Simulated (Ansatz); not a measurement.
Cells marked so need not be the phases stable at ambient conditions, and some may be hypothetical.

The gap is the functional's own, uncorrected, and κ follows it; spin-orbit coupling is left out. Mid-gap values are interpolated between the computed energies.

A. Ga₃Os (P4_2/mnm, not sure to be the ambient phase, 16 atoms a cell, 17.9 Å³ an atom), along the normal of (110)
B. TeO2 (P4_32_12, not sure to be the ambient phase, 12 atoms a cell, 14.9 Å³ an atom), along the normal of (001)
C. AlCuBr$_{4}$ (P-42c, not sure to be the ambient phase, 12 atoms a cell, 29.1 Å³ an atom), along the normal of (101)

Task: Order them by mid-gap decay constant of the slowest evanescent state (highest first) at the level Ansatz (a quantum-chemistry and plane-wave program) with r2SCAN.

Result: B (0.38 1/Å), C (0.27 1/Å), A (0.14 1/Å)
